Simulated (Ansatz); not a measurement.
Functionals compared on Br on the 1x1 (0001) surface of hcp Ti, one in a 2x2 cell, started at the site 'hollow Ti-Ti-Ti', in Ansatz (plane waves, PAW). The structure was relaxed with PBE; the other rows are single points on it, each with its references at the same level. Cutoff 420 eV (500 eV for r2SCAN).

Slab: 17 atoms, 6.8 Å thick at the start under the adsorbate (thin: gaps and levels are the slab's own); k 6x6x1, smearing 0.1 eV, dipole-corrected; 8 atoms held, the rest relaxed; symmetry of the start imposed; no spin, no spin-orbit, no U, no dispersion correction. At the end it is bonded to 3 Ti. In PBE it is, or lies within 0.03 eV of, the lowest of the starts that converged. These notes are the PBE run's. Adsorption energies are against ½ Br2(g). A negative adsorption energy means that the adsorbate is more stable on the surface than in its reference.

```tsv
functional	adsorption energy (eV)	work function of the top face (eV)	change of the work function (eV)	rough cost of the single point
PBE	-3.20	4.08	-0.31	–
RPBE	-2.97	3.97	-0.32	very roughly 60 core-seconds
r2SCAN	…	…	…	around 2.4 core-minutes (rough)
```

Q: What belongs in the gaps?

A: 
- r2SCAN, adsorption energy (eV): -3.62
- r2SCAN, work function of the top face (eV): 4.11
- r2SCAN, change of the work function (eV): -0.42

Ansatz is a quantum-chemistry and plane-wave program.
